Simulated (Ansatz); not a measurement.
**Lattice parameter a of zinc-blende TlBr (model structure) at several levels of theory**

No measured value is used here.

### Question
Put these levels in order of the lattice parameter a that they give for zinc-blende TlBr (model structure), smallest first: LDA (Ansatz, a quantum-chemistry and plane-wave program), PBE (Ansatz), PBEsol (Ansatz).

### Answer
LDA (7.150 Å), PBEsol (7.314 Å), PBE (7.498 Å)

Density-functional levels without +SOC have no spin–orbit coupling. Ansatz's density-functional and Hartree–Fock values are scalar-relativistic unless marked +SOC, with PAW data made under PBE.

A model structure was made by putting elements into a prototype or built by hand; it is no filed structure, need not be a known phase, and can be a saddle point held by its symmetry.
